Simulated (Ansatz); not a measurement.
**Several settings converged on LaCu2 (P6mm, 3 atoms in the cell)**

```
LaCu2
1.0
    4.31319     0.00000     0.00000
   -2.15659     3.73533     0.00000
    0.00000     0.00000     3.86251
La Cu
1 2
Direct
  0.00000   0.00000   0.01294
  0.33333   0.66667   0.50000
  0.66667   0.33333   0.50000
```

Base method: PBEsol, default PAW files made with PBE (plane waves; Ansatz, a quantum-chemistry and plane-wave program).

Base settings: basis.ecutwfc = 420 eV; kpoints.mp_grid.grid = 9 9 9; hamiltonian.xc = pbesol; hamiltonian.pseudopotentials = {kind: paw} (the program's default PAW files); scf.occupations.method = fermi_dirac; scf.occupations.width = 0.1 eV.

The count of work is k-points × plane waves × bands × iterations; it is no time. 

**The width of Fermi-Dirac smearing**

In this ladder: kpoints.mp_grid.grid = 15 15 15.

Narrow widths need finer meshes than wide ones, so the last steps can hold mesh noise.

Only quantities that move along the ladder and can be compared are tabulated; pressure and forces are left out, as mesh noise rules them at narrow widths.

```tsv
scf.occupations.width	free energy less the last step's (meV/atom)	energy extrapolated to zero width less the last step's (meV/atom)
1 eV	-1349.40	80.56
0.5 eV	-297.27	23.55
0.3 eV	-99.61	3.56
0.2 eV	-41.58	1.38
0.1 eV	-8.07	0.00
0.05 eV	0.00	0.00
```

Widest scf.occupations.width that holds the energy extrapolated to zero width within 2 meV/atom of the last step, with all finer ones: 0.2 eV; the step before is off by 3.6 meV/atom.

Widest scf.occupations.width that holds the free energy within 5 meV/atom: not settled: the last two steps still differ by 8.1 meV/atom, over half the tolerance, so the ladder does not show it.

The extrapolation to zero width removes most of the smearing's effect on the energy.

**The width of Methfessel-Paxton smearing**

In this ladder: kpoints.mp_grid.grid = 15 15 15; scf.occupations.method = methfessel_paxton.

Narrow widths need finer meshes than wide ones, so the last steps can hold mesh noise.

Only quantities that move along the ladder and can be compared are tabulated; pressure and forces are left out, as mesh noise rules them at narrow widths.

| scf.occupations.width | free energy less the last step's (meV/atom) |
|---|---|
| 0.5 eV | 1.71 |
| 0.3 eV | -0.16 |
| 0.2 eV | -0.32 |
| 0.1 eV | -0.15 |
| 0.05 eV | 0.00 |

Widest scf.occupations.width that holds the free energy within 1 meV/atom of the last step, with all finer ones: 0.3 eV; the step before is off by 1.7 meV/atom.

**The mesh under tetrahedron occupations**

In this ladder: scf.occupations.method = tetrahedron; scf.occupations.width = default.

Only quantities that move along the ladder and can be compared are tabulated.

```csv
kpoints.mp_grid.grid,free energy less the last step's (meV/atom),pressure (GPa),largest difference of a force vector from the last step's (eV/Å),count of work / last
4 4 4,2.16,-2.84,0.013,0.023
5 5 5,-2.29,-3.26,0.014,0.029
6 6 6,-3.93,-3.16,0.002,0.053
7 7 7,1.19,-3.05,0.004,0.061
9 9 8,0.21,-3.09,0.004,0.11
11 11 10,-0.13,-3.09,0.001,0.18
13 13 13,0.26,-3.07,0.001,0.28
17 17 16,-0.09,-3.09,0.001,0.56
21 21 20,0.00,-3.09,0.000,1.0
```

Coarsest kpoints.mp_grid.grid that holds the forces within 0.005 eV/Å of the last step, with all finer ones: 6 6 6, at 0.053 of the last step's count of work; the step before is off by 0.014 eV/Å.

Coarsest kpoints.mp_grid.grid that holds the free energy within 0.5 meV/atom of the last step, with all finer ones: 9 9 8, at 0.11 of the last step's count of work; the step before is off by 1.2 meV/atom.

Coarsest kpoints.mp_grid.grid that holds the pressure within 0.2 GPa of the last step, with all finer ones: 5 5 5, at 0.029 of the last step's count of work; the step before is off by 0.25 GPa.

On the base run: the starting cell comes from a database of computed structures (which also holds hypothetical and non-ambient phases and stackings), without a prior relaxation at this level. Its lattice was rescaled by up to half a per cent. One atom was moved a little off its site on purpose. Spin polarisation is off. In the base run, with a pressure of about -3 GPa the cell is away from its equilibrium volume at this level. Ansatz's pressure includes its estimate of the finite-basis (Pulay) stress.

Left out of this page: 4 runs of the series outside the window shown, repeating another row's setting, or not comparable; 1 run of the series stopped by limits of time or memory.

Keys are those of Ansatz 0.2.
